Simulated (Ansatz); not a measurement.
Defect: Al vacancy in wurtzite AlN, charge state -3. Calculation: PBE, PAW (plane waves to 420 eV; Ansatz, a program for electronic structure).

Cell of 72 host sites held at the relaxed PBE lattice; the Γ point alone; Fermi-Dirac width 0.01 eV, spin-restricted; finite-size errors left in. Energies are static. The charge state is imposed; whether it is stable for some Fermi level was not computed. Forms of the defect that were not tried may lie lower.

Barriers: single points on a 2×2×2 k-point mesh shifted by half a step along c at the bands' geometries (they differ from the bands' own by up to 0.16 eV, and are uncertain by about as much).

Relaxed starting cell (atoms counted from 1):

```
Al35N36
1.0
    9.39076     0.00000     0.00000
   -4.69538     8.13264     0.00000
    0.00000     0.00000    10.03632
Al N
35 36
Direct
  0.22179   0.11116   0.73342
  0.21912   0.43855   0.24664
  0.22110   0.44493   0.74977
  0.21912   0.78112   0.24664
  0.22110   0.77671   0.74977
  0.55183   0.11383   0.24664
  0.55624   0.11185   0.74977
  0.55183   0.43855   0.24664
  0.55624   0.44494   0.74977
  0.55512   0.77783   0.24834
  0.55511   0.77783   0.74867
  0.89440   0.11383   0.24664
  0.88801   0.11184   0.74977
  0.88845   0.44450   0.24681
  0.88845   0.44450   0.74957
  0.89440   0.78112   0.24664
  0.88801   0.77671   0.74977
  0.11143   0.22152   0.49836
  0.11213   0.22082   0.00197
  0.11129   0.55592   0.49697
  0.11203   0.55629   0.00281
  0.11142   0.89045   0.49836
  0.11213   0.89185   0.00198
  0.44250   0.22152   0.49836
  0.44110   0.22082   0.00197
  0.44343   0.55446   0.49735
  0.44374   0.55508   0.99967
  0.44343   0.88951   0.49735
  0.44374   0.88921   0.99967
  0.77703   0.22165   0.49697
  0.77666   0.22091   0.00281
  0.77703   0.55592   0.49696
  0.77666   0.55629   0.00282
  0.77849   0.88951   0.49735
  0.77787   0.88921   0.99967
  0.22179   0.11117   0.48222
  0.22178   0.11117   0.93143
  0.22217   0.44512   0.44022
  0.22362   0.44727   0.93859
  0.22217   0.77759   0.44023
  0.22362   0.77689   0.93859
  0.55535   0.11077   0.44022
  0.55605   0.10933   0.93859
  0.55535   0.44513   0.44022
  0.55605   0.44727   0.93859
  0.55512   0.77783   0.44033
  0.55511   0.77783   0.93955
  0.88782   0.11077   0.44022
  0.88567   0.10932   0.93859
  0.88845   0.44450   0.43988
  0.88845   0.44450   0.94160
  0.88782   0.77760   0.44022
  0.88568   0.77689   0.93859
  0.09936   0.23359   0.18181
  0.10649   0.22645   0.69229
  0.11304   0.55679   0.19284
  0.11003   0.55528   0.68912
  0.09935   0.86630   0.18181
  0.10649   0.88058   0.69229
  0.46665   0.23360   0.18181
  0.45237   0.22646   0.69229
  0.44453   0.55665   0.19047
  0.44416   0.55593   0.68901
  0.44453   0.88842   0.19047
  0.44416   0.88878   0.68901
  0.77616   0.21991   0.19284
  0.77766   0.22292   0.68912
  0.77616   0.55680   0.19285
  0.77766   0.55529   0.68912
  0.77630   0.88842   0.19047
  0.77702   0.88878   0.68901
```
Cell charge -3.

End state 1 differs by these moves (Å; atoms that move under 0.08 Å are left out):

| atom | element | Δx | Δy | Δz |
|---|---|---|---|---|
| 1 | Al | -0.01 | 0.01 | 0.16 |
| 4 | Al | 0.08 | 0.00 | 0.00 |
| 6 | Al | -3.04 | 0.00 | 0.00 |
| 7 | Al | -0.01 | -0.01 | -0.16 |
| 12 | Al | -0.09 | 0.00 | 0.00 |
| 36 | N | 0.00 | 0.00 | -0.42 |
| 42 | N | 0.00 | 0.00 | 0.42 |
| 54 | N | 0.16 | -0.11 | 0.11 |
| 58 | N | -0.01 | 0.18 | 0.09 |
| 60 | N | -0.32 | 0.00 | 0.00 |
| 61 | N | -0.12 | 0.00 | 0.00 |
| 64 | N | -0.01 | -0.18 | -0.09 |
| 66 | N | 0.16 | 0.11 | -0.11 |

Q: Predict the forward and backward barriers to end state 1 from PBE, PAW.

A: forward 2.28 eV, backward 2.28 eV; at the saddle point atom 6 has neighbours N at 1.77, 2 N at 2.17, 2 N at 2.28 Å. The saddle point's order was not checked, and it lies on a symmetry element of the cell, where a band can be held.
